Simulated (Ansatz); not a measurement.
## How far to go with the k-point mesh: ReTc (P3m1, 2 atoms in the cell)

```
CELL_PARAMETERS angstrom
      2.74105     0.00000     0.00000
     -1.37053     2.37382     0.00000
      0.00000     0.00000     4.42695
ATOMIC_POSITIONS crystal
  Tc 0.66667 0.33333 0.01129
  Re 0.00000 0.00000 0.50000
```

Method: PBEsol, default PAW files made with PBE (plane waves; Ansatz, a quantum-chemistry and plane-wave program).

Base settings: basis.ecutwfc = 500 eV; kpoints.mp_grid.grid = 14 14 8; hamiltonian.xc = pbesol; hamiltonian.pseudopotentials = {kind: paw} (the program's default PAW files); scf.occupations.method = fermi_dirac; scf.occupations.width = 0.1 eV.

Only quantities that move along the ladder and can be compared are tabulated.

The count of work is k-points × plane waves × bands × iterations; it is no time. Core times come from one kind of shared machine, to one figure; runs under 30 s give none.

The starting cell comes from a database of computed structures (which also holds hypothetical and non-ambient phases and stackings), without a prior relaxation at this level. Its lattice was rescaled by up to half a per cent. One atom was moved a little off its site on purpose. Spin polarisation is off. Ansatz's pressure includes its estimate of the finite-basis (Pulay) stress.

| kpoints.mp_grid.grid | free energy less the last step's (meV/atom) | pressure (GPa) | largest difference of a force vector from the last step's (eV/Å) | count of work / last | core time / last (rough) |
|---|---|---|---|---|---|
| 2 2 2 | 300.82 | -9.81 | 0.500 | 0.00082 | – |
| 3 3 2 | 388.44 | 8.17 | 0.984 | 0.0012 | – |
| 4 4 2 | 33.11 | -1.73 | 0.327 | 0.0016 | – |
| 4 4 3 | -62.76 | -2.12 | 0.175 | 0.0018 | – |
| 5 5 3 | -45.35 | -3.96 | 0.198 | 0.0024 | – |
| 6 6 3 | -8.06 | -1.89 | 0.094 | 0.0035 | – |
| 7 7 4 | -11.82 | -2.44 | 0.121 | 0.0064 | – |
| 8 8 4 | 5.95 | -2.51 | 0.011 | 0.0080 | – |
| 9 9 5 | 3.52 | -2.17 | 0.038 | 0.011 | – |
| 10 10 5 | -2.52 | -2.48 | 0.013 | 0.015 | – |
| 11 11 6 | 0.84 | -2.47 | 0.013 | 0.019 | – |
| 12 12 7 | 2.49 | -2.14 | 0.004 | 0.026 | – |
| 13 13 7 | -0.88 | -2.31 | 0.008 | 0.029 | – |
| 14 14 8 | 0.73 | -2.35 | 0.007 | 0.039 | – |
| 16 16 9 | -0.27 | -2.31 | 0.006 | 0.054 | – |
| 18 18 10 | 0.22 | -2.33 | 0.002 | 0.076 | – |
| 20 20 11 | -0.26 | -2.37 | 0.000 | 0.099 | – |
| 22 22 12 | -0.19 | -2.36 | 0.000 | 0.13 | 0.1 |
| 27 27 15 | 0.07 | -2.34 | 0.000 | 0.24 | 0.2 |
| 33 33 18 | -0.01 | -2.34 | 0.000 | 0.42 | 0.4 |
| 37 37 20 | -0.01 | -2.35 | 0.000 | 0.57 | 0.6 |
| 45 45 24 | 0.00 | -2.35 | 0.000 | 1.0 | 1 |

Coarsest kpoints.mp_grid.grid that holds the pressure within 0.05 GPa of the last step, with all finer ones: 13 13 7, at 0.029 of the last step's count of work; the step before is off by 0.21 GPa.

Coarsest kpoints.mp_grid.grid that holds the free energy within 5 meV/atom of the last step, with all finer ones: 9 9 5, at 0.011 of the last step's count of work; the step before is off by 6.0 meV/atom.

Coarsest kpoints.mp_grid.grid that holds the forces within 0.01 eV/Å of the last step, with all finer ones: 12 12 7, at 0.026 of the last step's count of work; the step before is off by 0.013 eV/Å.

Keys are those of Ansatz 0.2.
